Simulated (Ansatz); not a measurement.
**GaSb: strain along the normal**

GaSb (zinc blende, F-43m, 28.533 Å³/atom at rest) under an equal strain ε in the (001) plane with the normal axis free, as in a coherent film. PBEsol in Ansatz, a plane-wave DFT program (PAW, default set), 420 eV, 13×13×13 Γ-centred mesh, Fermi-Dirac smearing 0.05 eV; ions are relaxed within the symmetry of each cell.

Here s stands for strain and y for normal strain.

| strain (%) | normal strain (%) |
|---|---|
| -1.50 | 1.35 |
| -1.00 | 0.90 |
| -0.50 | 0.45 |
| 0.00 | 0.00 |
| 0.50 | -0.46 |
| 1.00 | -0.92 |
| 1.50 | -1.39 |
| 3.00 | ? |

Question: Using a straight line, estimate the missing y at s = 3.00 from the other rows, showing the fit.

Answer: Means: s 0, y -0.010. About the means, the sum of products is -6.3850 and the sum of squares of s is 7.0000; the slope is their ratio. Least squares gives y = -0.010 - 0.9121·s. Residuals (row less fit): -0.008, -0.002, 0.004, 0.010, 0.006, 0.002, -0.012; standard error 0.009 (degrees of freedom: 5). The slope, -0.91 ± 0.00, is the elastic response of the normal axis, −2C12/C11 for this plane. At the withheld row, y = -0.010 - 0.9121 × 3.0 = -2.746%. The calculation gives -2.81%, 0.064% below the prediction (1.5 % of the range of y in the table). The row lies outside the fitted rows, so this is an extrapolation. From the scatter of the fitted rows alone, a prediction at this place has a standard error of 0.013%, so the miss is 4.9 times that.

One order more, fitted to all 13 runs of the series, follows each within 0.01, so the miss is the next term of a smooth law. This level leaves no gap over 0.05 eV at strain -1.00, -0.50, 0.00, where the mesh may be coarse. Rows are the converged runs of the series near zero and its far end; series whose fitted rows scatter by over a few per cent of the range, as at a crossing or softening among them, aren't shown in this form. Most that stay on the fit to the last digits aren't either.
